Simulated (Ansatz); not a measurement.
Pd$_{5}$SnSi (P4/mmm): resistivity and electron-phonon coupling

Data:

```yaml
crystal:
  lattice:
    - [3.95270, 0.00000, 0.00000]
    - [0.00000, 3.95270, 0.00000]
    - [0.00000, 0.00000, 6.88273]
  atoms:
    - { symbol: Si, position: [0.00000, 0.00000, 0.50000] }
    - { symbol: Sn, position: [0.50000, 0.50000, 0.00000] }
    - { symbol: Pd, position: [0.00000, 0.00000, 0.00000] }
    - { symbol: Pd, position: [0.50000, 0.00000, 0.70521] }
    - { symbol: Pd, position: [0.50000, 0.00000, 0.29479] }
    - { symbol: Pd, position: [0.00000, 0.50000, 0.70521] }
    - { symbol: Pd, position: [0.00000, 0.50000, 0.29479] }
```

All values below come from PBEsol, DFPT electron-phonon coupling, linearised Boltzmann equation (plane waves, PAW, scalar-relativistic; Ansatz, an electronic-structure program). Geometry: relaxed with this functional, without spin-orbit coupling.

```yaml
resistivity at 300 K: 13.8 (x), 13.8 (y), 10.0 (z) μΩ·cm
resistivity at 77 K: 2.4 (x), 2.4 (y), 1.70 (z) μΩ·cm
electron mean free path at 300 K (weighted by the current that each state carries): 27 nm
electron-phonon coupling λ: 0.116
transport coupling λ_tr: 0.125 (x), 0.125 (y), 0.113 (z)
logarithmic_mean_phonon_energy: 13.1 meV
density of states at the Fermi level: 0.49 states/(eV·spin·cell)
drude_plasma_energy: 3.2 (x), 3.2 (y), 3.6 (z) eV
Tc for μ* = 0.10 (anisotropic Eliashberg): below 1 K
Tc for μ* = 0.13 (anisotropic Eliashberg): below 1 K
```

A metal at this level (no band gap). Only scattering by harmonic phonons is included (no impurities, grain boundaries, electron-electron scattering or thermal expansion). Spin-orbit coupling is left out. The squared frequency of the phonon mode least converged on the k mesh is uncertain by about 17 %. The run warned that the eigensolver left some states short of its tolerance. Halving the electron mesh (20x20x12) moves the resistivity by up to 6 % at 300 K, the mean free path by up to 3 %, the coupling by up to 2 %. Smearing 0.20 eV; phonons on a 4x4x2 q mesh, which this run doesn't test and which matters most at low temperature. Tc comes from the anisotropic Migdal-Eliashberg equations with μ*, a chosen number, referred to 17.7 meV.

Computed structure with no diffraction record at hand here (it may be known, metastable or hypothetical): Pd5SnSi (P4/mmm).
